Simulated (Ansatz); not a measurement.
For Nb (model structure, started from the omega type, P6/mmm, No. 191, 3 atoms in the cell), PBE (Ansatz, an electronic-structure program, plane waves, PAW) gives:

lattice constant a: 4.890 Å
lattice parameter c: 2.677 Å

Problem. What does r²SCAN in Ansatz (PAW) give for the same quantities?

Solution. 
- lattice constant a: 4.886 Å (drops by 0.1 %)
- lattice parameter c: 2.664 Å (shrinks by 0.5 %)

Changes are worked out from the printed values.

Unless a cell is named, each level is at its own relaxed cell (PBE 18.48, r²SCAN 18.36 Å³/atom).

Ansatz's density-functional and Hartree–Fock values are scalar-relativistic unless marked +SOC, with PAW data made under PBE.

A model structure was made by putting elements into a prototype or built by hand; it is no filed structure, need not be a known phase, and can be a saddle point held by its symmetry.
